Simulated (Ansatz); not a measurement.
The reference is GaAs in the zinc blende structure (space group F-43m, No. 216; a = 5.7461 Å).

Structures relaxed with plane-wave PAW DFT at the PBE level (Ansatz, a first-principles code, 420 eV), scalar-relativistic without spin-orbit coupling, earlier PAW set.

Base:

Simulated powder pattern, Co Kα, λ = 1.79026 Å (kinematic, ideal powder, no thermal factors, no anomalous dispersion; the 14 strongest lines at most, above 2 %, up to 2θ = 90°):

| 2θ (°) | I/Imax (%) | hkl |
|---|---|---|
| 31.31 | 100 | (111) |
| 52.29 | 72 | (220) |
| 62.22 | 43 | (311) |
| 77.09 | 12 | (400) |
| 85.54 | 18 | (331) |

Now apply this change: a negative pressure, −1 GPa.

After the change:

Simulated powder pattern, Co Kα, λ = 1.79026 Å (kinematic, ideal powder, no thermal factors, no anomalous dispersion; the 14 strongest lines at most, above 2 %, up to 2θ = 90°):

| 2θ (°) | I/Imax (%) | hkl |
|---|---|---|
| 31.12 | 100 | (111) |
| 51.96 | 73 | (220) |
| 61.82 | 43 | (311) |
| 76.56 | 12 | (400) |
| 84.93 | 18 | (331) |

The indices refer to the base's conventional cell; one index is shown for lines that coincide.

Load acts through the strain it causes; cell and atoms are relaxed under it. Whether these cells are dynamically stable was not tested. The final runs are not spin-polarised.
